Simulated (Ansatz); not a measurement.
## How far to go with the k-point mesh: a (001) slab of Pb (cut from a parent of space group no. 194; 4 atoms in the cell)

```xyz
4
Lattice="3.4542 0.0000 0.0000 -1.7271 2.9915 0.0000 0.0000 0.0000 22.9511" Properties=species:S:1:pos:R:3 pbc="T T T"
Pb     0.0000     1.9943     7.0000
Pb     1.7271     0.9972     9.9837
Pb     0.0000     1.9943    12.9674
Pb     1.7271     0.9972    15.9511
```

Method: PBEsol, default PAW files made with PBE (plane waves; Ansatz, an electronic-structure program).

Base settings: basis.ecutwfc = 420 eV; kpoints.mp_grid.grid = 10 10 1; hamiltonian.xc = pbesol; hamiltonian.pseudopotentials = {kind: paw} (the program's default PAW files); scf.occupations.method = gaussian; scf.occupations.width = 0.1 eV.

Only quantities that move along the ladder and can be compared are tabulated.

The count of work is k-points × plane waves × bands × iterations; it is no time. 

The starting cell comes from a database of computed structures (which also holds hypothetical and non-ambient phases and stackings), without a prior relaxation at this level. The slab is cut from that crystal, and its faces are unrelaxed. Its lattice was rescaled by up to half a per cent.

Steps (kpoints.mp_grid.grid): 2 2 1; 3 3 1; 4 4 1; 5 5 1; 6 6 1; 7 7 1; 8 8 1; 9 9 1; 10 10 1; 11 11 1; 13 13 1; 15 15 1; 18 18 1; 21 21 1; 24 24 1; 28 28 1.

Q: What is the coarsest kpoints.mp_grid.grid that holds the free energy within 5 meV/atom of the last step, with all finer ones?

A: 8 8 1, at 0.15 of the last step's count of work; the step before is off by 13 meV/atom.

| kpoints.mp_grid.grid | free energy less the last step's (meV/atom) | largest difference of a force vector from the last step's (eV/Å) | count of work / last |
|---|---|---|---|
| 2 2 1 | -1335.14 | 0.509 | 0.042 |
| 3 3 1 | 181.95 | 0.755 | 0.056 |
| 4 4 1 | 156.83 | 0.317 | 0.058 |
| 5 5 1 | 26.12 | 0.194 | 0.073 |
| 6 6 1 | 26.72 | 0.131 | 0.10 |
| 7 7 1 | -13.39 | 0.058 | 0.10 |
| 8 8 1 | 4.14 | 0.049 | 0.15 |
| 9 9 1 | -2.44 | 0.083 | 0.17 |
| 10 10 1 | 2.34 | 0.022 | 0.20 |
| 11 11 1 | 2.28 | 0.023 | 0.23 |
| 13 13 1 | 0.13 | 0.013 | 0.26 |
| 15 15 1 | 1.75 | 0.027 | 0.34 |
| 18 18 1 | -1.05 | 0.011 | 0.46 |
| 21 21 1 | -0.22 | 0.016 | 0.70 |
| 24 24 1 | -0.69 | 0.007 | 0.89 |
| 28 28 1 | 0.00 | 0.000 | 1.0 |

Two neighbours can agree and both be off: 5 5 1 and 6 6 1 differ by 0.60 meV/atom in the free energy, yet lie about 27 meV/atom from the last step.

Keys are those of Ansatz 0.2.
